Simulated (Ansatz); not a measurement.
System: WO₃ (P2₁/c, No. 14). Method: PBEsol (Ansatz, a program for electronic structure, plane waves, PAW).

Run with plane-wave cutoff 520 eV, 6×6×6 k mesh, Fermi–Dirac smearing 0.01 eV, no spin polarisation, scalar-relativistic PAW data made under PBE.

Computed at the level's own relaxed cell.

Task: What does this level give for the band gap?

Result: 
band gap: 1.46 eV (on the SCF k mesh)

Note: the relaxation could not lower the start's symmetry, so the cell can be a saddle point above a distorted one.

Spin–orbit coupling is not included.

The result took roughly 50 core-minutes.
